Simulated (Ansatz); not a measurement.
Consider SnTe in the rock salt structure (space group Fm-3m, No. 225; a = 6.3697 Å). Axes: x, y, z lie along the cube axes.

Calculations: DFT with r2SCAN, PAW potentials and a 500 eV plane-wave cutoff in Ansatz (a first-principles code), no spin-orbit coupling.

Now apply this change: the cell is scaled by 1.0200 in all directions, atoms relaxed at fixed cell.

Question: Predict the stress tensor and what it implies for the stiffness.

Answer: Stress of the strained cell less that of the base (GPa, compression positive):
```
  -2.30    0.00    0.00
   0.00   -2.30    0.00
   0.00    0.00   -2.30
```

Then B = −ΔP/(ΔV/V₀) with ΔV/V₀ = 0.0612 gives secant stiffness values (nonlinear terms included at this strain): B ≈ 38 GPa.

As a check, the harmonic strain energy −½ V₀ Δσ:ε is 14 meV/atom; the computed energy rise is 15 meV/atom.

Stability against distortions was not tested.
